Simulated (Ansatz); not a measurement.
**A computed series for SnSe: pressure series**

Start from SnSe in the GeS type structure (space group Pnma, No. 62; a = 11.492 Å, b = 4.169 Å, c = 4.385 Å; layered, stacked along the Cartesian x axis).

Cell and atoms are relaxed at each pressure.

Calculations: PBE-D3(BJ) (Ansatz, a first-principles code), scalar-relativistic without spin-orbit coupling, earlier PAW set.

### Question
Only one of these has no band gap. Which?
A) pressure −1 GPa
B) pressure 2.1 GPa
C) pressure 9 GPa

### Answer
C, pressure 9 GPa. Computed: pressure −1 GPa: 0.53 eV; pressure 9 GPa: zero; pressure 2.1 GPa: 0.31 eV

The mesh was chosen for an insulator and is coarse for the gapless case. Load acts through the strain it causes; cell and atoms are relaxed under it. Whether these cells are dynamically stable was not tested. No other phases were tried under pressure. The final runs are not spin-polarised. Along this pressure series the structure jumps between pressure 4.5 GPa and pressure 9 GPa; cells beyond that are another form of it. The program warned that a D3 coordination switch lies within reach, so dispersion energies are less smooth here. The zero or small gap of SnSe under pressure 9 GPa can change with the level of theory.
